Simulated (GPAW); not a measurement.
GPAW run on LiMg3 (P-6m2, 4 atoms in the cell): self-consistent single point.

Method of the run: r2SCAN, GPAW PAW datasets PBE (gpaw-data 1.0.1) (plane waves; GPAW).

```
LiMg3
1.0
    3.14617     0.00000     0.00000
   -1.57309     2.72466     0.00000
    0.00000     0.00000    10.12160
Li Mg
1 3
Direct
  0.66667   0.33333   0.50000
  0.66667   0.33333   0.00000
  0.00000   0.00000   0.74257
  0.00000   0.00000   0.25743
```

Reference input (self-consistent single point, DFT PBEsol, plane waves, GPAW PAW datasets PBEsol (made by gpaw-setup)): mode = pw; ecut = 800 eV; xc = PBEsol; kpts = 10 10 3; mesh shift (steps) = 0 0 0; occupations.name = methfessel-paxton; occupations.width = 0.272 eV; occupations.order = 1; nbands = -10; convergence.density = 1e-05 e/electron; convergence.energy = 1e-05 eV/electron; symmetry.symmorphic = false. This run's input differs from it in these lines:

```diff
@@ -15,3 +15,3 @@
 calc = GPAW(mode=PW(800),
-            xc='PBEsol',
+            xc='MGGA_X_R2SCAN+MGGA_C_R2SCAN',
             kpts={'size': (10, 10, 3), 'gamma': True},
```

Its files differ too (potentials: GPAW PAW datasets PBE (gpaw-data 1.0.1)).

Output (repeated stretches shortened):

```
     iter     time        total  log10-change:
                         energy   eigst   dens
iter:   1 --:--:--   -18.354102
iter:   2 --:--:--   -15.038021   -0.68  -1.33
iter:   3 --:--:--   -14.890824   -1.36  -1.40
iter:   4 --:--:--   -14.944332   -1.77  -1.52
iter:   5 --:--:--   -15.002571   -1.69  -1.65
iter:   6 --:--:--   -14.994039   -2.71  -2.03
iter:   7 --:--:--   -15.002340   -2.67  -2.01
iter:   8 --:--:--   -15.002252   -3.65  -3.04
iter:   9 --:--:--   -15.002238c  -4.57  -3.09
iter:  10 --:--:--   -15.002228c  -5.43  -3.43
iter:  11 --:--:--   -15.002235c  -6.17  -3.69
iter:  12 --:--:--   -15.002243c  -6.85  -3.90
iter:  13 --:--:--   -15.002240c  -6.77  -4.13
iter:  14 --:--:--   -15.002240c  -8.06c -4.37
iter:  15 --:--:--   -15.002238c  -8.34c -4.57
iter:  16 --:--:--   -15.002238c  -8.98c -5.22c
Converged after 16 iterations.

Dipole moment: (2.416332, -1.395070, -0.000000) |e|*Ang

Energy contributions relative to reference atoms: (reference = -16551.722486)

Kinetic:        +16.333761
Potential:      -10.471057
External:        +0.000000
XC:             -20.780247
Entropy (-ST):   -0.006392
Local:           -0.080434
SIC:             +0.000000
--------------------------
Free energy:    -15.004368
Extrapolated:   -15.002238

Showing only first 2 kpts
 Kpt  Band  Eigenvalues  Occupancy
  0    13     -2.80726    2.00000
  0    14     -1.57325    2.00000
  0    15      1.56554    2.00000
  0    16      3.08509    0.12288

  1    13     -3.03726    2.00000
  1    14     -1.01990    2.00000
  1    15      0.55892    2.00000
  1    16      4.44423   -0.00000

Fermi level: 2.91007

No gap
No difference between direct/indirect transitions
Energy (eV): -15.002238

Forces in eV/Ang:
  0 Li   -0.00000    0.00000    0.00000
  1 Mg    0.00000    0.00000    0.00000
  2 Mg    0.00000    0.00000   -0.03218
  3 Mg   -0.00000    0.00000    0.03218

Stress tensor:
    -0.003259     0.000000     0.000000
     0.000000    -0.003259     0.000000
     0.000000     0.000000    -0.001283
Stress (GPa, Voigt): [-0.5221 -0.5221 -0.2056  0.      0.      0.    ]
```

The run converged in 16 iterations. GPAW prints stress with tension positive. Against the reference run the pressure goes from -0.02 to 0.42 GPa and the largest force goes from 0.059 to 0.032 eV/Å.

The starting cell comes from a database of computed structures (which also holds hypothetical and non-ambient phases and stackings), without a prior relaxation at this level.

Cost on one core of a shared machine: roughly 3 min.
